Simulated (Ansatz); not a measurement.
**ScGe (Cmcm): band-structure transport figures**

Here is the system:

```xyz
4
Lattice="1.9848 -5.0017 0.0000 1.9848 5.0017 0.0000 0.0000 0.0000 3.7411" Properties=species:S:1:pos:R:3 pbc="T T T"
Sc     1.9848    -3.6347     2.8058
Sc     1.9848     3.6347     0.9353
Ge     1.9848    -0.8963     2.8058
Ge     1.9848     0.8963     0.9353
```

Level of theory: PBEsol with spin-orbit coupling, rigid bands (plane waves, PAW; Ansatz, a first-principles code). Condition of this run: spin-orbit coupling switched on. Geometry: cell and atoms relaxed with PBEsol.

```yaml
density of states at the Fermi level: 2.01 states/(eV·cell), both spins
bare Sommerfeld coefficient: 1.18 mJ/(mol of atoms·K²)
drude_plasma_energy: 2.3 (x), 3.0 (y), 5.6 (z) eV
root-mean-square Fermi velocity: 4.6e5 m/s
resistivity times τ: 96 (x), 53 (y), 15.6 (z) ×10⁻²² Ω·m·s
```

A metal at this level (no band gap); rigid bands, thermally averaged at 300 K, both spins. τ is one relaxation time for all states.
